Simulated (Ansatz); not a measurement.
Task: Name crystals whose logarithmic mean phonon energy lies between 13.3 and 21 meV and whose resistivity at 300 K lies between 4 and 6.3 μΩ·cm, by PBEsol, DFPT electron-phonon coupling, linearised Boltzmann equation (Ansatz, a quantum-chemistry and plane-wave program).

Result: Many crystals can fit; among those computed here:
- W (Im-3m): 19.2 meV, 5.1 μΩ·cm
- PdCu (Pm-3m): 13.3 meV, 4.6 μΩ·cm
- Ir₂P (Fm-3m): 13.5 meV, 4.4 μΩ·cm
- TiRe (Pm-3m): 19.9 meV, 5.5 μΩ·cm
- Ir (Fm-3m): 18.4 meV, 4.4 μΩ·cm

Metals; harmonic phonons alone scatter; means over directions. Halving the electron mesh moves these values by up to 9 %; q meshes are mostly untested. Some of the runs warned that the eigensolver left states short of its tolerance. Spin-orbit coupling is left out.

Formula and space group known from diffraction (Crystallography Open Database), not checked to be the room-temperature form: Ir2P (Fm-3m), PdCu (Pm-3m), TiRe (Pm-3m). The missing spin-orbit coupling matters most for Ir (Fm-3m), Ir2P (Fm-3m), TiRe (Pm-3m), W (Im-3m).
